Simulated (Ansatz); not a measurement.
**Pressure series in W3N4**

Start from W3N4 (space group Pm-3m, No. 221; a = 4.1792 Å).

Cell and atoms are relaxed at each pressure.

Calculations: PBEsol/PAW in Ansatz (a program for electronic structure), scalar-relativistic without spin-orbit coupling.

```csv
pressure (GPa),volume per atom (Å³/atom)
-2,10.484
-1,10.455
0,10.428
0.3,10.419
0.7,10.408
1.5,10.386
5,10.293
7.5,?
10,10.167
```

Problem. Fit the third-order Birch–Murnaghan form P(V) = (3B₀/2)[(V₀/V)^(7/3) − (V₀/V)^(5/3)]·[1 + (3/4)(B₀′ − 4)((V₀/V)^(2/3) − 1)] (squares taken in P) to the rows shown and predict the withheld row.

Solution. Least squares on the printed values gives V₀ = 10.427 Å³/atom, B₀ = 375 GPa, B₀′ = 4.2; this predicts 10.229 Å³/atom, and the run gives 10.229 Å³/atom, in agreement.

Load acts through the strain it causes; cell and atoms are relaxed under it. No phonon test of stability was made. No other phases were tried under pressure. All final runs are without spin polarisation.
